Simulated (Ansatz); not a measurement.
Subject: the formation energy of H_i in Ti (hcp, P6₃/mmc). Reaction: 64 Ti (hcp) + 1/2 H2 (gas) → cell A.

Cell A: a supercell of 64 sites of Ti (hcp, P6₃/mmc) with H off the lattice sites (6 Ti at 2.09 Å); spin state with PBE: run without spin, k-point mesh 4×4×4.
```
CELL_PARAMETERS angstrom
     11.75942     0.00000     0.00000
     -5.87971    10.18395     0.00000
      0.00000     0.00000     9.30755
ATOMIC_POSITIONS crystal
  Ti 0.00049 0.99951 0.99976
  Ti 0.08390 0.16702 0.24915
  Ti 0.99949 0.00051 0.49963
  Ti 0.08289 0.16630 0.75010
  Ti 0.99963 0.24956 0.99990
  Ti 0.08150 0.41575 0.24917
  Ti 0.00035 0.25057 0.50085
  Ti 0.08379 0.41690 0.75085
  Ti 0.99963 0.50007 0.99990
  Ti 0.08390 0.66688 0.24915
  Ti 0.00035 0.49978 0.50085
  Ti 0.08289 0.66660 0.75010
  Ti 0.00049 0.75098 0.99976
  Ti 0.08333 0.91667 0.25067
  Ti 0.99949 0.74899 0.49963
  Ti 0.08333 0.91667 0.74834
  Ti 0.24902 0.99951 0.99976
  Ti 0.33312 0.16702 0.24915
  Ti 0.25101 0.00051 0.49963
  Ti 0.33340 0.16630 0.75010
  Ti 0.25023 0.25046 0.99915
  Ti 0.33133 0.41267 0.25027
  Ti 0.24908 0.24817 0.50083
  Ti 0.33342 0.41684 0.74969
  Ti 0.25017 0.50009 0.00031
  Ti 0.33133 0.66867 0.25027
  Ti 0.24600 0.49800 0.49973
  Ti 0.33342 0.66658 0.74969
  Ti 0.25023 0.74977 0.99915
  Ti 0.33312 0.91610 0.24915
  Ti 0.24908 0.75092 0.50083
  Ti 0.33340 0.91711 0.75010
  Ti 0.49993 0.00037 0.99990
  Ti 0.58232 0.16616 0.25037
  Ti 0.50022 0.99965 0.50085
  Ti 0.58431 0.16715 0.75024
  Ti 0.49993 0.24956 0.99990
  Ti 0.58425 0.41575 0.24917
  Ti 0.50022 0.25057 0.50085
  Ti 0.58310 0.41690 0.75085
  Ti 0.49991 0.50009 0.00031
  Ti 0.58733 0.66867 0.25027
  Ti 0.50200 0.49800 0.49973
  Ti 0.58316 0.66658 0.74969
  Ti 0.49991 0.74983 0.00031
  Ti 0.58425 0.91850 0.24917
  Ti 0.50200 0.75400 0.49973
  Ti 0.58310 0.91621 0.75085
  Ti 0.75044 0.00037 0.99990
  Ti 0.83384 0.16616 0.25037
  Ti 0.74943 0.99965 0.50085
  Ti 0.83285 0.16715 0.75024
  Ti 0.75000 0.25000 0.00166
  Ti 0.83384 0.41768 0.25037
  Ti 0.75000 0.25000 0.49933
  Ti 0.83285 0.41569 0.75024
  Ti 0.75044 0.50007 0.99990
  Ti 0.83298 0.66688 0.24915
  Ti 0.74943 0.49978 0.50085
  Ti 0.83370 0.66660 0.75010
  Ti 0.74954 0.74977 0.99915
  Ti 0.83298 0.91610 0.24915
  Ti 0.75183 0.75092 0.50083
  Ti 0.83370 0.91711 0.75010
  H  0.41667 0.58333 0.37500
```

Reference: Ti (hcp, P6₃/mmc), 64 atoms in the cell, the relaxed perfect crystal repeated, atoms not moved again; spin state with PBE: run without spin, k-point mesh 4×4×4 on the run's own vectors.

Reference: an isolated H2 molecule (singlet) in a box of 11 × 11 × 13 Å.

Plane-wave PAW calculations with Ansatz (a program for electronic structure), its default PAW set, cutoff 420 eV, 500 eV for r2SCAN. The structures are at rest with PBE, within the held lattices; other levels are single points on them. Neutral cells; Fermi-Dirac smearing of at most 0.10 eV in the solids, energies taken to zero width. The lattices are those relaxed with PBE, so at other levels the solids can be strained, which adds to the spread. Larger cells are relaxed from a start prepared with the learned potential CHGNet, on a coarser mesh till forces fall under 0.03 eV/Å, which some starts already meet. A dispersion term (D3(BJ), or D4 for r2SCAN) was computed beside these levels and is taken off wherever the name lacks it. The PAW files were made for PBE and serve at the other functionals too. Space groups of crystals are read within 0.01 Å. Nuclei at rest; no vibrational terms. No structure search was made; lower ones may exist. Values are for these cell sizes. Mesh and cell size may move defect energies by 0.1 eV or more. Cell A has symmetry P-3m1 within 0.02 Å and got no random move, so less symmetric positions, which may lie lower, weren't tried.

**Question.** What value does r2SCAN give?

**Answer.** -0.55 eV, for 64 Ti (hcp) + 1/2 H2 (gas) → cell A.

**Question.** What do the other levels give, and how wide is the spread?

**Answer.** 
```csv
Level,value (eV),less r2SCAN
PBE,-0.45,0.10
```

The levels shown span 0.10 eV, from r2SCAN (-0.55) to PBE (-0.45).
